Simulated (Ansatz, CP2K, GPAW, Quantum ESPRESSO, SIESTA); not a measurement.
# One structure in several programs: SrGe₂Ir₂ (I4/mmm, 5 atoms in the cell)

Self-consistent single point.

```
Sr(GeIr)2
1.0
   -2.10214     2.10214     5.40077
    2.10214    -2.10214     5.40077
    2.10214     2.10214    -5.40077
Sr Ge Ir
1 2 2
Cartesian
  0.00000   0.00000   0.00000
  0.00000   0.00000   3.98264
  0.00000   0.00000   6.81890
  2.10214   0.00000   2.70038
  0.00000   2.10213   2.70038
```

Shared settings, as Ansatz (an electronic-structure program) writes them: kpoints.mp_grid.grid = 7 7 7; scf.occupations.method = gaussian; scf.occupations.width = 0.136 eV. Potentials and cutoffs stand in the table.

```csv
code,model,pressure (GPa),largest force (eV/Å),cutoff
Quantum ESPRESSO,"LDA (PZ), PSlibrary PAW (LDA) pseudopotentials",-4.59,0.114,45 Ry
Ansatz,"LDA (PW92), PAW files made with PBE",-5.71,0.093,420 eV
GPAW,"LDA (Perdew-Wang 92), GPAW PAW datasets LDA (gpaw-data 1.0.1)",-5.63,0.103,550 eV
SIESTA,"LDA PW92, numerical atomic orbitals DZP, PseudoDojo LDA standard norm-conserving potentials (rewritten from UPF to PSML)",-0.86,0.006,grid 300 Ry
CP2K,"LDA (Pade form), GPW, DZVP-MOLOPT-SR-GTH basis, GTH-PADE potentials (GTH_POTENTIALS)",-11.85,0.542,grid 500 Ry
```

On Ansatz's run: spin-orbit coupling is off. Spin polarisation is off.

The spread over the programs that give each value: pressure within 10.99 GPa; largest force within 0.536 eV/Å.

SIESTA and CP2K use small atom-centred bases, whose incompleteness enters pressures, forces and empty levels differently from a plane-wave cutoff. Ansatz's pressure is given at a fixed set of plane waves, as the other plane-wave codes print theirs; with its correction for the finite basis it is -5.66 GPa. The same LDA comes in different parametrisations, which differ slightly. In the pressure, Quantum ESPRESSO (by 1.03), SIESTA (by 4.77) and CP2K (by 6.22) lie more than 1 GPa from the median of the plane-wave programs. In the force vectors, Quantum ESPRESSO (by 0.207), SIESTA (by 0.099) and CP2K (by 0.449) lie more than 0.08 eV/Å from the median of the plane-wave programs.

The starting cell comes from a database of computed structures (which also holds hypothetical and non-ambient phases and stackings), without a prior relaxation at this level.

Left out of this page: Elk and FLEUR (not drawn, or without a comparable value).

Keys are those of Ansatz 0.2.
